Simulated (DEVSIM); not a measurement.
System: abrupt CdTe n-p junction, at 300 K.

Layer 1 from the left is CdTe, thickness (μm) 53.0, Nd (cm⁻³) 6.6e15, τn (s) 4.2e-8, τp (s) 1.3e-6. Layer 2 from the left is CdTe, thickness (μm) 2.80, Na (cm⁻³) 2.8e16, τn (s) 4.2e-8, τp (s) 4.2e-8.

Left contact: ohmic. Right contact: ohmic. Voltage is applied to the left contact. Recombination: SRH at mid-gap, radiative, Auger. Mobility is μmin + (μ − μmin)/(1 + (N/Nref)^α).

Constants are typed, rounded textbook-type inputs, not results; the design itself was drawn at random and stands for no fabricated device. Values at 300 K.

CdTe: gap (eV) 1.5, affinity (eV) 4.28, permittivity 10.2, Nc (cm⁻³) 8e17, Nv (cm⁻³) 1.8e19, μn (cm²/Vs) 1000, μp (cm²/Vs) 80, μn,min 100, μp,min 10, Nref,n 1e17, Nref,p 1e17, αn 0.6, αp 0.6, B (cm³/s) 1e-10, Cn (cm⁶/s) 1e-30, Cp (cm⁶/s) 1e-30.

Model (solved in DEVSIM): 1D drift-diffusion, Boltzmann statistics, complete ionisation; no tunnelling, impact ionisation, image-force lowering or self-heating.

Dark forward current:

```csv
|V| (V),|J| (A/cm²)
0.05,1.006e-12
0.10,4.005e-12
0.15,1.250e-11
0.20,3.574e-11
0.25,9.871e-11
0.30,2.692e-10
0.35,7.312e-10
0.40,1.987e-9
0.45,5.409e-9
0.50,1.480e-8
0.55,4.083e-8
0.60,1.148e-7
0.65,3.356e-7
0.70,1.065e-6
0.75,3.911e-6
0.80,1.748e-5
0.85,9.421e-5
0.90,0.0005763
0.95,0.003766
1.00,0.02528
1.05,0.1673
1.10,0.9612
1.15,3.671
1.20,8.828
1.25,15.94
1.30,24.57
```

**Question.** Work out the local ideality factor n = ΔV / (kT/q · ln(J2/J1)) between the rows 0.15 and 0.20 V, 0.95 and 1.00 V, 1.25 and 1.30 V.

**Answer.** kT/q = 25.85 mV. From 0.15 to 0.20 V: ln(3.574e-11/1.250e-11) = 1.051, n = 1.84. From 0.95 to 1.00 V: ln(0.02528/0.003766) = 1.904, n = 1.02, near the 1 of diffusion or emission over a barrier. From 1.25 to 1.30 V: ln(24.57/15.94) = 0.433, n = 4.47.

**Question.** Estimate the current at 0.95 V from the Shockley equation with J0 = Σ q ni² D/(N L) coth(W/L), τ joining the SRH, radiative and Auger lifetimes that are on, and W taken as the whole layer.

**Answer.** ni² = 9.07e11 cm⁻⁶; holes in the n layer: μ = 68.5 cm²/Vs, D = 1.77 cm²/s, τ = 7.00e-7 s, L = 11.1 μm, W/L = 4.8, term 3.50e-20 A/cm²; electrons in the p layer: μ = 714 cm²/Vs, D = 18.5 cm²/s, τ = 3.76e-8 s, L = 8.33 μm, W/L = 0.34, term 3.55e-19 A/cm². J0 = 3.90e-19 A/cm², and J = J0 exp(qV/kT) = 0.00356 A/cm². The simulation gives 0.00377 A/cm²; the estimate lies 5.5 % below. The estimate leaves out recombination in the depletion region and that region's share of W.
